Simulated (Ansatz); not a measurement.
Start from LaBr₃ in the ReO3 type structure (space group Pm-3m, No. 221; a hypothetical phase, not in the database extracts checked).

```xyz
4
Lattice="5.8029 0.0000 0.0000 0.0000 5.8029 0.0000 0.0000 0.0000 5.8029" Properties=species:S:1:pos:R:3 pbc="T T T"
La     0.0000     0.0000     0.0000
Br     2.9015     0.0000     0.0000
Br     0.0000     0.0000     2.9015
Br     0.0000     2.9015     0.0000
```

Cartesian axes are those of the cell as printed.

Level of theory: DFT with PBEsol, PAW potentials and a 420 eV plane-wave cutoff in Ansatz (a quantum-chemistry and plane-wave program), no spin-orbit coupling.

Modification: an isotropic linear strain of −2.94 %, atoms relaxed at fixed cell.

Question: Predict the stress tensor and what it implies for the stiffness.

Answer: Stress of the strained cell less that of the base (GPa, compression positive):
```
   3.02    0.00    0.00
   0.00    3.02    0.00
   0.00    0.00    3.02
```

Then B = −ΔP/(ΔV/V₀) with ΔV/V₀ = -0.0856 gives secant stiffness values (nonlinear terms included at this strain): B ≈ 35 GPa.

As a check, the harmonic strain energy −½ V₀ Δσ:ε is 41 meV/atom; the computed energy rise is 36 meV/atom.

Whether these cells are dynamically stable was not tested.
